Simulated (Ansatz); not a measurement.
# What pressure −1 GPa does to ZrO2

Take ZrO2 (space group Pca2_1, No. 29; a = 5.3238 Å, b = 5.0981 Å, c = 5.1281 Å) as the base.

One thing is altered: hydrostatic tension (pressure −1 GPa).

All numbers come from PBE in Ansatz (plane waves to 420 eV, PAW, no spin-orbit coupling). Settings: 5×5×5 k-points, 0.05 eV Fermi–Dirac smearing.

| quantity | base | changed | shift |
|---|---|---|---|
| volume per atom | 11.60 Å³ | 11.66 Å³ | +0.066 Å³ |
| shortest interatomic distance | 2.045 Å | 2.047 Å | +0.002 Å |
| enthalpy H = E + PV relative to the base's energy | – | -0.07 eV/atom | – |
| band gap | 3.86 eV | 3.86 eV | 0.00 eV |
| gap character | indirect, Γ → Y | indirect, Γ → Y | – |
| valence-band top at Γ (three highest levels, from the VBM) | 0.00, -0.12, -0.25 eV | 0.00, -0.12, -0.25 eV | – |

Load acts through the strain it causes; cell and atoms are relaxed under it. Stability against distortions was not tested. This is not the structure that ZrO2 has at room temperature and ambient pressure.

Ansatz is a program for electronic structure.
